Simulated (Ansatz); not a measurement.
Consider MoSi₂ (space group I4/mmm, No. 139; a = 3.2168 Å, c = 7.8746 Å; relaxed with 0.1 eV smearing). Axes: x, y, z lie along a, b, c of the conventional cell.

Level of theory: DFT with PBE, PAW potentials and a 420 eV plane-wave cutoff in Ansatz (a quantum-chemistry and plane-wave program), spin-orbit coupling left out.

One thing is altered: biaxial strain +1.50 %, plane normal [001], relaxed out of plane (Cartesian); in-plane vectors clamped, the third vector and the atoms free.

**Question.** How does this affect the energy relative to the base?

**Answer.** The energy rises by 8.6 meV/atom.

**Question.** What happens to the in-plane stress?

**Answer.** The mean in-plane stress (compression positive) amounts to -6.6 GPa.

**Question.** How does this affect the out-of-plane strain?

**Answer.** The out-of-plane strain amounts to -0.51 %.

Whether these cells are dynamically stable was not tested. All final runs are without spin polarisation.
